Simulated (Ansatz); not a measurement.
# Pd: response to strain

Base system: Pd in the fcc (Cu type) structure (space group Fm-3m, No. 225; relaxed with 0.1 eV smearing).

```
CELL_PARAMETERS angstrom
      0.00000     1.92070     1.92070
      1.92070     0.00000     1.92070
      1.92070     1.92070     0.00000
ATOMIC_POSITIONS crystal
  Pd 0.00000 0.00000 0.00000
```

Cartesian axes are those of the cell as printed.

Strains are applied to the cell and any free atomic positions relax; under biaxial strain the out-of-plane vector relaxes too.

Computed with LDA (Ansatz, a quantum-chemistry and plane-wave program), no SOC.

Notes on the quantities. in-plane stress: mean in-plane stress (compression positive); energy relative to the base: free energy F.

```tsv
case	in-plane stress	out-of-plane strain	energy relative to the base
base	–	–	0 meV/atom
biaxial strain −2.08 %, plane normal [111], relaxed out of plane	(withheld)	+2.01 %	+15 meV/atom
biaxial strain −1.67 %, plane normal [111], relaxed out of plane	+6.7 GPa	+1.61 %	+9.5 meV/atom
biaxial strain −1.25 %, plane normal [111], relaxed out of plane	+4.9 GPa	(withheld)	+5.2 meV/atom
biaxial strain −0.83 %, plane normal [111], relaxed out of plane	+3.1 GPa	+0.79 %	+2.3 meV/atom
biaxial strain −0.42 %, plane normal [111], relaxed out of plane	+1.5 GPa	+0.40 %	+0.6 meV/atom
biaxial strain +0.42 %, plane normal [111], relaxed out of plane	-1.5 GPa	-0.39 %	+0.5 meV/atom
biaxial strain +0.83 %, plane normal [111], relaxed out of plane	-2.8 GPa	(withheld)	(withheld)
biaxial strain +2.08 %, plane normal [111], relaxed out of plane	-6.5 GPa	-1.91 %	+13 meV/atom
biaxial strain +2.50 %, plane normal [111], relaxed out of plane	-7.6 GPa	-2.28 %	+18 meV/atom
```

Problem. Some entries are withheld; estimate them.

Solution. 
- biaxial strain −2.08 %, plane normal [111], relaxed out of plane, in-plane stress: +8.6 GPa
- biaxial strain −1.25 %, plane normal [111], relaxed out of plane, out-of-plane strain: +1.20 %
- biaxial strain +0.83 %, plane normal [111], relaxed out of plane, out-of-plane strain: -0.77 %
- biaxial strain +0.83 %, plane normal [111], relaxed out of plane, energy relative to the base: +2.1 meV/atom

No phonon test of stability was made. All final runs are without spin polarisation. Pd lies near a magnetic instability that expansion can trigger; it was not tested.
